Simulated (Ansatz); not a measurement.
Base system: Si in the diamond structure (space group Fd-3m, No. 227).

```
CELL_PARAMETERS angstrom
      0.00000     2.72216     2.72216
      2.72216     0.00000     2.72216
      2.72216     2.72216     0.00000
ATOMIC_POSITIONS crystal
  Si 0.50000 0.50000 0.50000
  Si 0.75000 0.75000 0.75000
```

Cartesian axes are those of the cell as printed.

The values are results of plane-wave PAW DFT at the r2SCAN level (Ansatz, an electronic-structure program, 500 eV), no spin-orbit coupling, not measurements.

It is then changed as follows: the cell is stretched by 3.83 % along z with no lateral relaxation; the atoms relax in the strained cell.

### Question
Predict the stress tensor and what it implies for the stiffness.

### Answer
Stress of the strained cell less that of the base (GPa, compression positive):
```
  -2.00    0.00    0.00
   0.00   -2.00    0.00
   0.00    0.00   -6.18
```

Then −Δσ_ii/ε with ε = 0.0383 gives secant stiffness values (nonlinear terms included at this strain): C33 ≈ 161 GPa, C13 ≈ 52 GPa and C23 ≈ 52 GPa.

As a check, the harmonic strain energy −½ V₀ Δσ:ε is 15 meV/atom; the computed energy rise is 15 meV/atom.

Stability against distortions was not tested.
